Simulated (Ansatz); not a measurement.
C on the 1x1 (110) surface of 3C silicon carbide (cut with top plane C + Si), one in a 2x2 cell, started at the site 'over Si at depth 1.5 Å'

Host crystal: 3C silicon carbide, with a band gap (PBE, scalar-relativistic without spin-orbit coupling).

These are PBE (plane waves to 420 eV, PAW; Ansatz, a program for electronic structure) values and carry that method's errors.

Set-up: 49 atoms, 7.7 Å thick at the start under the adsorbate (thin: gaps and levels are the slab's own); mesh 3x3x1; 0.01 eV smearing; dipole correction on; 24 atoms held, the rest relaxed; symmetry of the start imposed; spin-polarised, ending with about 2.0 μB a cell, a value that depends on the mesh; orders that need a larger cell were not tried, no spin-orbit, no U, no dispersion correction. Its gap by band count is narrow, 0.05 eV on this mesh, and the smearing reaches across it. At the end it is bonded to C + 2 Si. In PBE this state lies 1.02 eV over the lowest of the starts that converged ('top C', where the adsorbate paired with a surface C atom).

```yaml
energy of the end state, in which the adsorbate paired with a surface C atom, against an atom of graphite: 2.38 eV
change_of_the_step_from_the_bottom_to_the_top_vacuum_level_against_the_clean_slab: -0.26 eV
energy_released_by_relaxation: 1.96 eV
height of the binding atom over the mean of the host atoms within 0.3 Å of the top one: 0.629 Å
largest_move_of_a_host_atom: 0.51 Å
note: in the relaxation the adsorbate left its starting site by 0.6 Å
cost: roughly 12 core-minutes
```

A negative adsorption energy means that the adsorbate is more stable on the surface than in its reference.
